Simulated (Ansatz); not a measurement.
Take Co in the hcp (Mg type) structure (space group P6_3/mmc, No. 194; ferromagnetic; relaxed with 0.1 eV smearing) as the base.

```yaml
crystal:
  lattice:
    - [2.45612, 0.00000, 0.00000]
    - [-1.22806, 2.12706, 0.00000]
    - [0.00000, 0.00000, 3.97170]
  atoms:
    - { symbol: Co, position: [0.66667, 0.33333, 0.25000] }
    - { symbol: Co, position: [0.33333, 0.66667, 0.75000] }
```

Cartesian axes are those of the cell as printed.

All numbers come from Ansatz (a first-principles code), PBEsol, PAW, cutoff 420 eV, no spin-orbit coupling, earlier PAW set.

Strains are applied to the cell and any free atomic positions relax.

One change was made to it. Results:

```csv
quantity,base,after
"pressure (mean of the normal stresses, compression positive)",0.0 GPa,-0.2 GPa
energy relative to the base (free energy F),0 meV/atom,+5.1 meV/atom
```

Which of these changes matches the shifts?
(A) tensor shear ε_yz = −0.37 %
(B) tensor shear ε_yz = +3.81 %
(C) uniaxial strain ε_yy = +5.80 %
(D) strain tensor (xx, yy, zz, yz, xz, xy) = (+0.44, −0.77, +0.53, +1.47, −0.74, −0.60) %

D, strain tensor (xx, yy, zz, yz, xz, xy) = (+0.44, −0.77, +0.53, +1.47, −0.74, −0.60) %. For comparison, the energy relative to the base in the other runs: uniaxial strain ε_yy = +5.80 % gives +39 meV/atom; tensor shear ε_yz = −0.37 % gives +0.2 meV/atom; tensor shear ε_yz = +3.81 % gives +20 meV/atom.

Other magnetic orders, which the real material may have, were not ruled out. Whether these cells are dynamically stable was not tested. The base started in P-3m1 and relaxed to P6_3/mmc at this level.
